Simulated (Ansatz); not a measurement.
# GaN in the zinc blende structure (space group F-43m, No. 216)

```
GaN
1.0
    0.00000     2.24914     2.24914
    2.24914     0.00000     2.24914
    2.24914     2.24914     0.00000
N Ga
1 1
Direct
  0.75000   0.75000   0.75000
  0.00000   0.00000   0.00000
```

Level of theory: Ansatz (a first-principles code) PBEsol, no spin-orbit coupling, earlier PAW set. Settings: 13×13×13 k-points, 0.05 eV Fermi–Dirac smearing.

The volume per atom is 11.38 Å³ and the density comes out as 6.11 g/cm³. The band gap is 1.70 eV, direct at Γ and the electron mass comes out as 0.15 mₑ. The hole mass (degenerate bands, along [100]) comes out as 0.16, 0.86, 0.86 mₑ, the lowest conduction-band minima above the VBM is Γ 1.70 eV and the total energy comes out as -2061.419 eV/atom (σ→0; compares only within this code and set-up).

Masses are band curvatures over ±0.01 Å⁻¹ around the edge. Whether these cells are dynamically stable was not tested. This is not the structure that GaN has at room temperature and ambient pressure.
